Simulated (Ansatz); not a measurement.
The decay constant κ of evanescent states in the gap governs leakage through a thin film.

Consider the following.

```
NaF
1.0
    3.23274     0.00000     0.00000
    0.00000     3.23274     0.00000
    1.61637    -1.61637     2.28590
Na F
1 1
Direct
  0.00000   0.00000   0.00000
  0.50000   0.50000   0.00000
```

Space group of this cell: Fm-3m, rock salt. The cell is taken as given; by r2SCAN its mean pressure is 0.8 GPa.

Transport runs along the normal of the first two printed cell vectors, the (001) plane of the conventional cell.

The gap is the functional's own, uncorrected, and κ follows it; spin-orbit coupling is left out. Mid-gap values are interpolated between the computed energies.

Question: Give the band gap and the smallest decay constant κ at mid-gap that r2SCAN in Ansatz (a first-principles code) yields.

Answer: Gap 7.37 eV on a 14×14×14 mesh; κ = 0.565 1/Å, at the zone centre.
